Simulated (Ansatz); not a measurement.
Consider WSi2 (space group I4/mmm, No. 139; relaxed with 0.1 eV smearing).

```xyz
3
Lattice="-1.5926 1.5926 3.8866 1.5926 -1.5926 3.8866 1.5926 1.5926 -3.8866" Properties=species:S:1:pos:R:3 pbc="T T T"
Si     0.0000     0.0000     5.1718
Si     0.0000     0.0000     2.6013
W      0.0000     0.0000     0.0000
```

Cartesian axes are those of the cell as printed.

Computed with Ansatz (a program for electronic structure), LDA, PAW, cutoff 420 eV, no spin-orbit coupling.

Before the change:

```
Quantity                         Value
-----------------------------  -------
Shortest interatomic distance  2.571 Å
```

Perturbation: the cell is stretched by 3.00 % along z with no lateral relaxation; the atoms relax in the strained cell.

Estimate the effect on the stress.

The stress (xx, yy, zz, yz, xz, xy; compression positive) amounts to (-2.9, -2.9, -14.7, 0.0, 0.0, 0.0) GPa.

Estimate the effect on the shortest interatomic distance.

The shortest interatomic distance increases by 0.0389 Å, from 2.571 Å to 2.609 Å.

No phonon test of stability was made. All final runs are without spin polarisation.
